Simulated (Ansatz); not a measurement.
The slab is Si(111) 1x1 surface, 6 top atoms, 3 bilayers, bottom bilayer H-capped and fixed, every top atom capped by H; cell 11.5 x 6.6 Å; two neighbouring H replaced by SH; about 7 Å thick over the host's atoms, 18 atoms held. Computed with PBE-D3(BJ) (plane waves to 420 eV, PAW; Ansatz, a first-principles code). k mesh 1 x 2 x 1. The slab states were run without spin polarisation. No spin-orbit coupling. No Hubbard U. Results hold for this slab, coverage and mesh. No zero-point or entropy terms are included. Each state was relaxed from one prepared geometry.

One TaF5 a cell is brought to Si(111):H with two SH. Relaxed result near the molecule:

```csv
atom,x (Å),y (Å),z (Å)
H(44),7.645,0.040,11.032
H(45),9.716,3.368,11.002
S(46),5.300,3.279,11.621
H(47),4.906,4.573,11.734
Ta(a0),7.282,3.334,13.592
F(a1),8.086,4.688,12.518
F(a2),6.189,1.958,14.283
F(a3),8.547,3.359,14.951
F(a4),6.035,4.619,14.194
F(a5),8.041,2.063,12.401
```

Task: What is the adsorption energy against the free TaF5 and the slab before, and how much of it is dispersion?

Result: -0.64 eV (negative: bound); the D3 term gives -0.40 eV of it. Bonds to the surface: S(46)-Ta(a0) 2.80 Å.

Here TaF5 is the monomer.
